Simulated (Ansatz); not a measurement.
The starting structures come from a database of crystals and need not be the phases stable at ambient conditions.

The decay constant κ of evanescent states in the gap governs leakage through a thin film.

Given:

```
CELL_PARAMETERS angstrom
      7.09568     0.00000     0.00000
     -2.36523     6.68987     0.00000
      2.36523     3.34493     5.79359
ATOMIC_POSITIONS crystal
  Hg 0.08012 0.83012 0.75000
  Hg 0.41988 0.66988 0.25000
  Hg 0.25000 0.08012 0.16988
  Hg 0.75000 0.41988 0.33012
  Hg 0.83012 0.25000 0.91988
  Hg 0.66988 0.75000 0.58012
  S  0.50000 0.00000 0.92126
  S  0.42126 0.42126 0.57874
  S  0.00000 0.07874 0.50000
  S  0.07874 0.50000 0.00000
  F  0.50000 0.00000 0.43965
  F  0.93965 0.93965 0.06035
  F  0.00000 0.56035 0.50000
  F  0.56035 0.50000 0.00000
```

Space group of this cell: I2_13. The cell was relaxed by PBE-D3(BJ); by r2SCAN its mean pressure is -0.6 GPa.

Transport runs along the normal of the first two printed cell vectors, the (110) plane of the conventional cell.

The gap is the functional's own, uncorrected, and κ follows it; spin-orbit coupling is left out. Mid-gap values are interpolated between the computed energies.

Question: State the band gap and the smallest decay constant κ at mid-gap according to r2SCAN (Ansatz, a program for electronic structure).

Answer: Gap 2.33 eV on a 6×6×6 mesh; κ = 0.275 1/Å, at the zone centre.
